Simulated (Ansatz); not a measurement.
System: interstitial O in zinc-blende BN (neutral cell). Level of theory: PBE, PAW (plane waves to 420 eV; Ansatz, a quantum-chemistry and plane-wave program).

64-site cell at the relaxed PBE lattice, a 2×2×2 k-point mesh shifted by half a step, smearing 0.01 eV, spin-restricted, no finite-size correction. Energies are static. The charge state is imposed; whether it is stable for some Fermi level was not computed. Sites that were not tried may lie lower.

Barriers: single points on a 3×3×3 k-point mesh shifted by half a step at the bands' geometries.

Relaxed starting cell (atoms counted from 1):

```yaml
crystal:
  lattice:
    - [7.24967, 0.00000, 0.00000]
    - [0.00000, 7.24967, 0.00000]
    - [0.00000, 0.00000, 7.24967]
  atoms:
    - { symbol: B, position: [0.99924, 0.00226, 0.00250] }
    - { symbol: B, position: [0.97372, 0.99443, 0.50650] }
    - { symbol: B, position: [0.00018, 0.49909, 0.00184] }
    - { symbol: B, position: [0.99924, 0.49844, 0.49867] }
    - { symbol: B, position: [0.50355, 0.99902, 0.99613] }
    - { symbol: B, position: [0.50594, 0.99705, 0.50389] }
    - { symbol: B, position: [0.49897, 0.50040, 0.00053] }
    - { symbol: B, position: [0.50355, 0.50480, 0.50191] }
    - { symbol: N, position: [0.04149, 0.12479, 0.37613] }
    - { symbol: N, position: [0.12483, 0.12479, 0.87614] }
    - { symbol: N, position: [0.12483, 0.62479, 0.37614] }
    - { symbol: N, position: [0.12497, 0.62479, 0.87614] }
    - { symbol: N, position: [0.62495, 0.12479, 0.37614] }
    - { symbol: N, position: [0.62455, 0.12479, 0.87614] }
    - { symbol: N, position: [0.62455, 0.62479, 0.37614] }
    - { symbol: N, position: [0.62504, 0.62479, 0.87614] }
    - { symbol: B, position: [0.97372, 0.25515, 0.24577] }
    - { symbol: B, position: [0.99924, 0.24732, 0.74979] }
    - { symbol: B, position: [0.99924, 0.75115, 0.25361] }
    - { symbol: B, position: [0.00018, 0.75049, 0.75044] }
    - { symbol: B, position: [0.50594, 0.25254, 0.24840] }
    - { symbol: B, position: [0.50355, 0.25057, 0.75615] }
    - { symbol: B, position: [0.50355, 0.74478, 0.25037] }
    - { symbol: B, position: [0.49897, 0.74918, 0.75175] }
    - { symbol: N, position: [0.12310, 0.37049, 0.13044] }
    - { symbol: N, position: [0.12798, 0.36991, 0.62126] }
    - { symbol: N, position: [0.12798, 0.87967, 0.13102] }
    - { symbol: N, position: [0.12310, 0.87909, 0.62184] }
    - { symbol: N, position: [0.62523, 0.37741, 0.12352] }
    - { symbol: N, position: [0.62451, 0.37753, 0.62888] }
    - { symbol: N, position: [0.62451, 0.87205, 0.12340] }
    - { symbol: N, position: [0.62523, 0.87217, 0.62876] }
    - { symbol: B, position: [0.28071, 0.99044, 0.24179] }
    - { symbol: B, position: [0.24976, 0.00143, 0.75045] }
    - { symbol: B, position: [0.24976, 0.49910, 0.25278] }
    - { symbol: B, position: [0.24995, 0.49968, 0.75103] }
    - { symbol: B, position: [0.74546, 0.99703, 0.24838] }
    - { symbol: B, position: [0.74671, 0.99950, 0.75561] }
    - { symbol: B, position: [0.74671, 0.50426, 0.25085] }
    - { symbol: B, position: [0.75136, 0.50045, 0.75180] }
    - { symbol: N, position: [0.38596, 0.12345, 0.11765] }
    - { symbol: N, position: [0.38596, 0.12614, 0.63463] }
    - { symbol: N, position: [0.37398, 0.62365, 0.12561] }
    - { symbol: N, position: [0.37398, 0.62593, 0.62667] }
    - { symbol: N, position: [0.86311, 0.12598, 0.11747] }
    - { symbol: N, position: [0.86312, 0.12360, 0.63482] }
    - { symbol: N, position: [0.87614, 0.62587, 0.12570] }
    - { symbol: N, position: [0.87614, 0.62372, 0.62659] }
    - { symbol: B, position: [0.24976, 0.24815, 0.00183] }
    - { symbol: B, position: [0.28071, 0.25915, 0.51050] }
    - { symbol: B, position: [0.24995, 0.74990, 0.00125] }
    - { symbol: B, position: [0.24976, 0.75048, 0.49950] }
    - { symbol: B, position: [0.74671, 0.25008, 0.99667] }
    - { symbol: B, position: [0.74547, 0.25255, 0.50390] }
    - { symbol: B, position: [0.75136, 0.74913, 0.00048] }
    - { symbol: B, position: [0.74671, 0.74533, 0.50143] }
    - { symbol: N, position: [0.38596, 0.38328, 0.37749] }
    - { symbol: N, position: [0.37398, 0.37532, 0.87728] }
    - { symbol: N, position: [0.38596, 0.86630, 0.37480] }
    - { symbol: N, position: [0.37398, 0.87426, 0.87500] }
    - { symbol: N, position: [0.86312, 0.38347, 0.37495] }
    - { symbol: N, position: [0.87614, 0.37524, 0.87507] }
    - { symbol: N, position: [0.86311, 0.86612, 0.37733] }
    - { symbol: N, position: [0.87614, 0.87435, 0.87722] }
    - { symbol: O, position: [0.22247, 0.12479, 0.37614] }
```

End state 1 differs by these moves (Å; atoms that move under 0.08 Å are left out):

```tsv
atom	element	Δx	Δy	Δz
2	B	0.06	-0.06	-0.10
9	N	0.31	-0.22	-0.29
17	B	0.11	-0.04	-0.04
26	N	0.00	0.11	0.09
27	N	-0.05	-0.11	-0.12
33	B	-0.29	-0.03	-0.06
41	N	-0.11	0.00	0.06
42	N	0.08	0.05	0.10
46	N	0.09	0.00	-0.09
50	B	0.00	0.16	0.16
59	N	-0.10	0.05	-0.01
61	N	0.09	-0.07	0.00
65	O	-0.09	0.03	0.62
```

### Question
Predict the forward and backward barriers to end state 1 from PBE, PAW.

### Answer
forward 0.22 eV, backward 0.11 eV; at the saddle point atom 65 has neighbours B at 1.35, B at 1.61; N at 1.32, N at 2.10, N at 2.11 Å. The program found a first-order saddle point.
